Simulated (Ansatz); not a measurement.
Start from LaP in the CsCl type structure (space group Pm-3m, No. 221; a = 3.641 Å; a hypothetical phase, not in the database extracts checked; relaxed with 0.1 eV smearing). Axes: x, y, z lie along the cube axes.

(Cell as relaxed with PBE.)

Levels (all Ansatz, an electronic-structure program, PAW): PBE (420 eV, without spin-orbit coupling); r2SCAN (500 eV, scalar-relativistic without spin-orbit coupling).

Each level relaxes its own structure.

```csv
base,PBE,r2SCAN
volume per atom,24.13 Å³,24.30 Å³
lattice parameter a,3.641 Å,3.649 Å
band gap,zero,zero
```

Perturbation: the symmetric strain tensor [0.0163 0.0010 -0.0116; 0.0010 0.0012 0.0092; -0.0116 0.0092 -0.0023]; the atoms relax in the strained cell.

```tsv
quantity	PBE	r2SCAN
energy relative to the base (free energy F)	+1.5 meV/atom	?
stress (xx, yy, zz, yz, xz, xy; compression positive)	(-2.1, -0.6, -0.4, 0.3, -0.3, 0.0) GPa	?
band gap	zero	?
```

Given the PBE results, estimate those of r2SCAN.


- energy relative to the base (free energy F), r2SCAN: +2.1 meV/atom
- stress (xx, yy, zz, yz, xz, xy; compression positive), r2SCAN: (-2.5, -0.5, -0.2, 0.3, -0.3, 0.0) GPa
- band gap, r2SCAN: zero

PBE's energy relative to the base lies 0.6 meV/atom below r2SCAN's; the two agree on the band gap. Neither level is exact; r2SCAN is the comparison here, not a measurement.

Stability against distortions was not tested. The final runs are not spin-polarised.
